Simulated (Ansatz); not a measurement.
By PBEsol, the system below comes out a metal.

Consider the following.

```xyz
2
Lattice="3.1797 0.0000 0.0000 0.0000 3.1797 0.0000 1.5898 -1.5898 2.2484" Properties=species:S:1:pos:R:3 pbc="T T T"
Zr     1.5898     1.5898     0.0000
N      0.0000     0.0000     0.0000
```

Space group of this cell: Fm-3m, rock salt. The cell is strained (all lengths scaled by 0.98); by PBEsol its mean pressure is 10.7 GPa.

The current flows along the normal of the first two printed cell vectors, the (001) plane of the conventional cell. No spin-orbit coupling; the value is a mean over 0.1 eV about the Fermi level.

Problem. Estimate the ballistic conductance per area that Ansatz (a quantum-chemistry and plane-wave program) with PBEsol returns for this system.

Solution. 1.1 × 10¹⁵ S/m² for both spins.
